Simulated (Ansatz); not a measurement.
```xyz
34
Lattice="3.8928 -0.0018 0.1065 -0.0016 3.8922 0.1250 0.6034 0.4489 32.4217" Properties=species:S:1:pos:R:3 pbc="T T T"
Ga    -1.5295     2.0509     4.3262
Ga     0.5844     3.5202     1.7435
Ga    -1.7014     1.8459     9.8254
Ga     0.3503     3.8749     7.1912
Ga     0.7385     3.6080    12.6344
P     -1.4343     4.0376     2.9933
P     -0.3940    -1.6252    -0.1541
P     -1.6337     3.8358     8.5148
P      0.3808     1.9736     5.7523
P      2.0024     4.5712    14.4087
P      0.2119     1.7411    11.2741
Ti     3.6309     3.5117    16.4811
Ti     1.3801     3.3625    23.3978
O      3.4818     3.8826    14.4043
O      3.5832     1.6612    16.6819
O      1.6311     3.7399    15.8292
O      3.4912     3.5336    18.3602
Ti     1.4732     1.4888    21.0154
Ti     3.4608     1.5875    18.7533
O      1.5286     1.5613    19.0001
O      1.4562     3.4261    21.4191
O      3.4263     1.5035    20.6658
O      1.3969     1.4273    22.9619
Ti     3.2717     3.2747    25.7712
O      3.3206     3.3477    23.8243
O      3.2527     1.3195    26.1116
O      1.3269     3.2928    25.3767
O      3.1923     3.2099    27.7860
Ti     1.2524     1.0972    30.3047
Ti     3.1671     1.2775    28.0242
O      1.2227     1.2451    28.4262
O      1.0292     3.0932    30.9684
O      3.1027     1.1457    30.0954
O      0.8926     1.2348    32.3843
```

The first 11 atoms are the substrate (GaP-zb), the rest the film (TiO2-ana).

Levels used, each named beside its values: PBE (plane waves to 420 eV, PAW; Ansatz, an electronic-structure program); HSE06 (plane waves to 420 eV, PAW; Ansatz). Geometries and values that name no level are of the first. Spin–orbit coupling is left out; PBE gaps are too small against experiment. Its k-point mesh 6×6×1, Fermi–Dirac width 0.05 eV. HSE06 ran on meshes of its own (6×6×6, 4×4×2); its edges and gaps are taken over the mesh and over extra points off it, mostly where PBE has its edges.

Question: Describe the bonding at the interfaces and give the band alignment.

Answer: A periodic stack without vacuum, anatase TiO2 (0 0 1) on zinc-blende GaP (0 0 1) (film strained to the substrate, started from cuts of the bulks and a machine-learned relaxation; metallic at this level, with no gap by band count; slabs Ga5P6 and Ti7O16, which can lie off the formulas): substrate slab Ga5P6, film Ti7O16, surface cells [[1, 0], [1, 1]] and [[0, 1], [-1, 0]], film strained by +2.5 and +2.5 %, outermost planes P/P and O/O as cut, which need not be the usual terminations and can put a slab off its formula.
```
Item                                                                                                                                                                           Value
------------------------------------------------------------------------------------------------------------------  ----------------------------------------------------------------
interface area                                                                                                                                                               15.2 Å²
period                                                                                                                                                                       32.36 Å
heights between the nearest atoms of the two slabs at the two interfaces                                                                                           -0.02 and -0.02 Å
P–Ti contacts across the interfaces within 1.22 times the sum of covalent radii                                                                                       4, mean 3.01 Å
O–P contacts across the interfaces within 1.22 times the sum of covalent radii                                                                                        4, mean 1.66 Å
Ga–O contacts across the interfaces within 1.22 times the sum of covalent radii                                                                                       2, mean 2.04 Å
PBE gap of the stack on the mesh, by band count                                                                     none or nearly none, so that the stack is metallic at this level
Fermi level over the substrate's valence edge (PBE)                                                                                                                         +1.29 eV
valence offset, film less substrate (PBE)                                                                                                                                   -1.28 eV
conduction offset (PBE)                                                                                                                                                     -0.93 eV
valence offset, film less substrate (HSE06 edges on the PBE line-up)                                                                                                        -1.84 eV
conduction offset (HSE06 edges on the PBE line-up)                                                                                                                          -0.81 eV
spin-polarised check at this geometry                                                                                                                        falls back to no moment
levels of the stack inside the substrate's PBE gap at the listed points (of the film's bands or of the interfaces)                                                                12
```
